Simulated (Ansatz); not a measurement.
**Ir under a change: uniaxial strain ε_zz = −1.00 %**

Base system: Ir in the fcc (Cu type) structure (space group Fm-3m, No. 225; a = 3.831 Å; relaxed with 0.1 eV smearing). Axes: x, y, z lie along the cube axes.

Modification: uniaxial strain ε_zz = −1.00 %, all other strain components held at zero, atoms relaxed at fixed cell.

All numbers come from PBEsol (Ansatz, a program for electronic structure, PAW, no SOC). Γ-centred 29×29×29 mesh, Fermi–Dirac width 0.1 eV.

```tsv
quantity	base	changed	shift
space group	Fm-3m (No. 225)	I4/mmm (No. 139)	–
energy relative to the base (free energy F)	0 meV/atom	+2.9 meV/atom	+2.9 meV/atom
pressure (mean of the normal stresses, compression positive)	0.0 GPa	4.0 GPa	+4.0 GPa
band gap	zero	zero	–
stress (xx, yy, zz, yz, xz, xy; compression positive)	–	(2.7, 2.7, 6.6, 0.0, 0.0, 0.0) GPa	–
```

No phonon test of stability was made. All final runs are without spin polarisation.
